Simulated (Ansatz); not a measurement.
Results of PBE+SOC in Ansatz (PAW) for cubic perovskite CsPbCl₃ (cubic high-temperature phase).

Settings: plane-wave cutoff 520 eV, 6×6×6 k mesh, Fermi–Dirac smearing 0.01 eV, PAW data made under PBE.

The volume scan:

```
V (Å³/atom)  E − E_lowest (meV/atom)
-----------  -----------------------
35.335                         10.33
36.087                          4.41
36.838                          1.06
37.590                          0.00
38.342                          0.98
39.094                          3.79
39.846                          8.22
```

**Question.** Fit the third-order Birch–Murnaghan equation and give B0 and B′.

**Answer.** V0 = 37.591 Å³/atom, B0 = 21.7 GPa, B′ = 4.7 (fit to the energies at full precision).

Note: the relaxation could not lower the start's symmetry, so the cell can be a saddle point above a distorted one.

The computed numbers hold no vibrational or temperature effects.

Ansatz is an electronic-structure program.
